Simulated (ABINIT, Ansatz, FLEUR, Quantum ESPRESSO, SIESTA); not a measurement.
# One structure in several programs: Tc3Ir (P6_3/mmc, 8 atoms in the cell)

Self-consistent single point, at a second geometry (lattice scaled by 0.98). First geometry:

```
Tc3Ir
1.0
    5.49573     0.00000     0.00000
   -2.74787     4.75944     0.00000
    0.00000     0.00000     4.34201
Tc Ir
6 2
Direct
  0.83969   0.16031   0.75000
  0.16031   0.83969   0.25000
  0.67938   0.83969   0.25000
  0.32062   0.16031   0.75000
  0.83969   0.67938   0.75000
  0.16031   0.32062   0.25000
  0.66667   0.33333   0.25000
  0.33333   0.66667   0.75000
```

Shared settings, as Ansatz (a first-principles code) writes them: kpoints.mp_grid.grid = 5 5 5; scf.occupations.method = fermi_dirac; scf.occupations.width = 0.0037 Ry. Potentials and cutoffs stand in the table.

```csv
code,model,ΔF from the first geometry (meV/atom),pressure (GPa),largest force (eV/Å),cutoff
ABINIT,"PBEsol, PAW (JTH v2.0 PBE PAW, files made for PBE)",27.4,17.16,0.484,544 eV
Quantum ESPRESSO,"PBEsol, GBRV 1.5 ultrasoft (PBESOL) pseudopotentials",26.3,16.41,0.454,40 Ry
FLEUR,"PBEsol, all-electron FLAPW (FLEUR), scalar-relativistic valence",31.6,–,0.500,Kmax 4.4 1/bohr
SIESTA,"GGA PBEsol, numerical atomic orbitals DZP, PseudoDojo PBEsol standard norm-conserving potentials (rewritten from UPF to PSML)",27.0,17.24,0.740,grid 350 Ry
Ansatz,"PBEsol, PAW files",27.1,17.16,0.478,36.7 Ry
```

For Quantum ESPRESSO (by 0.5 GPa) the energy change implies a higher mean pressure, against the two pressures, than for the other programs: a sign of finite-basis (Pulay) stress.

A dash marks a value that a program does not give, or that is left out as unsure.

On Ansatz's run: spin-orbit coupling is off. Spin polarisation is off.

The spread over the programs that give each value: ΔF from the first geometry within 5.3 meV/atom; pressure within 0.83 GPa; largest force within 0.286 eV/Å.

SIESTA uses small atom-centred bases, whose incompleteness enters pressures, forces and empty levels differently from a plane-wave cutoff. FLEUR treats all electrons, but the usual bases taken here (sphere radii, linearisation, local orbitals, empty states) were not tested for convergence, so the values are no reference for the others. Ansatz's pressure is given at a fixed set of plane waves, as the other plane-wave codes print theirs. In the force vectors, SIESTA (by 0.263) lies more than 0.08 eV/Å from the median of the plane-wave programs.

The starting cell comes from a database of computed structures (which also holds hypothetical and non-ambient phases and stackings), without a prior relaxation at this level. For this run, on top of that: lattice scaled by 0.98.

Keys are those of Ansatz 0.2.
